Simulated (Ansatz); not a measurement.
Input:

```yaml
crystal:
  lattice:
    - [3.94027, 0.00000, 0.00000]
    - [-1.97014, 3.58880, 0.00000]
    - [0.00000, 0.00000, 6.18799]
  atoms:
    - { symbol: La, position: [0.34001, 0.68003, 0.25028] }
    - { symbol: La, position: [0.65999, 0.31997, 0.74972] }
    - { symbol: O, position: [0.00000, 0.00000, 0.00000] }
    - { symbol: O, position: [0.33468, 0.66936, 0.64554] }
    - { symbol: O, position: [0.66532, 0.33064, 0.35446] }
```

No spin polarisation.

A single point on La2O3 with a change (uniaxial strain ε_yy = +5.17 %), its geometry relaxed with PBE.

The values are results of Ansatz (a program for electronic structure) r2SCAN, scalar-relativistic without spin-orbit coupling, not measurements. Settings: 10×10×6 k-points, 0.05 eV Fermi–Dirac smearing.

Q: Predict the gap character and smallest direct gap.

A: The gap character is indirect, M₂ → C₂–Y₂ (17 % along). The smallest direct gap is 4.33 eV.

Single points use the geometry relaxed with PBE. Stability against distortions was not tested. The cell was made from La₂O₃ (space group P-3m1, No. 164) by this change: uniaxial strain ε_yy = +5.17 %.
